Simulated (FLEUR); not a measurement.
**Equation of state of rock-salt PbS (space group 225): energy against volume (FLEUR, PBE)**

```
PbS
1.0
    0.00000     2.91719     2.91719
    2.91719     0.00000     2.91719
    2.91719     2.91719     0.00000
Pb S
1 1
Direct
  0.00000   0.00000   0.00000
  0.50000   0.50000   0.50000
```

Method: PBE, all-electron FLAPW (FLEUR), scalar-relativistic valence in FLEUR. Settings: Kmax = 4.56 1/bohr; GmaxXC = 13.7 1/bohr; xcFunctional = pbe; jspins = 1; l_soc = F; mode = hist; fermiSmearingEnergy = 0.00036749 Htr; mesh (inpgen div1-3) = 10 10 10; inpgen gamma flag = true; Gmax = 13.7 1/bohr; numbands = 0; maxIterBroyd = 99; imix = Anderson; alpha = 0.05; precondParam = 0; minDistance = 1e-05 me/bohr^3. The cell above is the first row's. The rows scale it uniformly. In all rows fractional positions and the k mesh are held. E is the free energy at the stated smearing, counted from the lowest row.

```
V (Å^3/atom)  E (meV/atom)
------------  ------------
24.825                   ?
25.365               21.83
25.905               10.17
26.444                3.05
26.984                0.00
27.524                0.61
28.063                4.51
28.603               11.37
29.143               20.89
```

Taking the third-order Birch-Murnaghan form, a cubic in V^(-2/3) for E over the 8 complete rows: With u = V^(-2/3) - 0.111, the rows have u = 0.004836, 0.003221, 0.001663, 0.000155, -0.001304, -0.002713, -0.004080, -0.005405. Least squares gives E = -0.101 + 523.1·u + 822889·u² + 1394820·u³. Residuals (row less fit): -0.001, 0.002, -0.001, 0.000, -0.003, 0.001, 0.002, -0.001; standard error 0.002 (degrees of freedom: 4). Its minimum lies at u = -0.000318, so V0 = (0.110682)^(-3/2) = 27.16. There d²E/du² = 1643000 and d³E/du³ = 8369000, so B0 = (4/9) × 27.16^(-7/3) × 1643000 × 0.160218 = 52.8 GPa (the last factor turns the table's units into GPa), and B0' = 4 + (2/3) × 0.110682 × (8369000)/1643000 = 4.4.

Question: Estimate the missing E (V = 24.825); what did the run itself give?

Answer: u = 0.006510, so E = -0.101 + 523.1 × 0.006510 + 822889 × 0.006510² + 1394820 × 0.006510³ = 38.563 meV/atom. The calculation gives 38.53 meV/atom, 0.033 meV/atom below the prediction (0.1 % of the range of E in the table). The row lies outside the fitted rows, so this is an extrapolation. From the scatter of the fitted rows alone, a prediction at this place has a standard error of 0.007 meV/atom, so the miss is 4.6 times that.

Carrying the step between the two nearest rows on in a straight line would have given 33.49, off by 5.04; series whose last step already gives the withheld value aren't shown. The scan was laid around a cell of about the measured size, scaled by a guess for this functional. The runs keep the symmetry of the cell, so they don't test it for distortions. Values depend on the basis (sphere radii, cutoffs, local orbitals), which need not be converged. Spin-orbit coupling is off. Cutoffs and mesh are single choices, not tested for convergence of this quantity. Series with a scatter that would blur these digits, or in which a gap closes, are not shown. Nor are scans whose minimum lies at an end fitted in this form.

Terms beyond the fitted order, or numerical noise in single rows, can give a miss of this size; the table doesn't tell which.
